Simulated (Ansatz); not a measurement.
AlPt3: response to strain

Consider AlPt$_{3}$ in the Cu3Au type structure (space group Pm-3m, No. 221; a cell from a computed database, its experimental status unchecked; relaxed with 0.1 eV smearing).

```xyz
4
Lattice="3.8747 0.0000 0.0000 0.0000 3.8747 0.0000 0.0000 0.0000 3.8747" Properties=species:S:1:pos:R:3 pbc="T T T"
Al     1.9374     1.9374     1.9374
Pt     1.9374     0.0000     0.0000
Pt     0.0000     1.9374     0.0000
Pt     0.0000     0.0000     1.9374
```

Cartesian axes are those of the cell as printed.

Strains are applied to the cell and any free atomic positions relax; under biaxial strain the out-of-plane vector relaxes too; under stress the whole cell relaxes.

Method: PBEsol, PAW, 420 eV (Ansatz, a quantum-chemistry and plane-wave program; scalar-relativistic without spin-orbit coupling).

Notes on the quantities. energy relative to the base: free energy F.

```csv
variant,energy relative to the base,space group,shortest interatomic distance
base,0 meV/atom,Pm-3m (No. 221),2.740 Å
"biaxial strain +0.66 %, plane normal [001], relaxed out of plane",+1.3 meV/atom,P4/mmm (No. 123),2.739 Å
isotropic strain −0.50 %,+2.6 meV/atom,Pm-3m (No. 221),2.726 Å
isotropic strain −0.15 %,+0.2 meV/atom,Pm-3m (No. 221),2.736 Å
"uniaxial stress, 1 GPa compression along x",+0.2 meV/atom,P4/mmm (No. 123),2.736 Å
```

Beyond what the load breaks, stability against distortions was not tested. The base started in P4/mbm and relaxed to Pm-3m at this level. All final runs are without spin polarisation.
